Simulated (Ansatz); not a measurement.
Consider CdTe in the zinc blende structure (space group F-43m, No. 216).

```yaml
crystal:
  lattice:
    - [0.00000, 3.27889, 3.27889]
    - [3.27889, 0.00000, 3.27889]
    - [3.27889, 3.27889, 0.00000]
  atoms:
    - { symbol: Cd, position: [0.00000, 0.00000, 0.00000] }
    - { symbol: Te, position: [0.25000, 0.25000, 0.25000] }
```

Cartesian axes are those of the cell as printed.

All numbers come from r2SCAN (Ansatz, a program for electronic structure; PAW; 500 eV plane waves; scalar-relativistic without spin-orbit coupling).

For the base:

| Item | Result |
|---|---|
| Valley order | Γ 1.17 eV; L along ⟨111⟩ 2.20 eV |
| Shortest interatomic distance | 2.840 Å |

It is then changed as follows: a pure shear with ε_xy = ε_yx = 0.0086; the atoms relax in the strained cell.

**Question.** How does this affect the valley order and shortest interatomic distance?

**Answer.** The valley order (the lowest conduction-band minima on the path, energy above the VBM, named in the base's zone) changes from Γ 1.17 eV; L along ⟨111⟩ 2.20 eV to Γ 1.12 eV; L along [1-11] 2.10 eV; L along [11-1] 2.22 eV; the shortest interatomic distance shrinks by 0.0032 Å to 2.836 Å.

With Te present, leaving out spin-orbit coupling can change the band edges. The levels and masses belong to the bands next to the band gap. Whether these cells are dynamically stable was not tested.
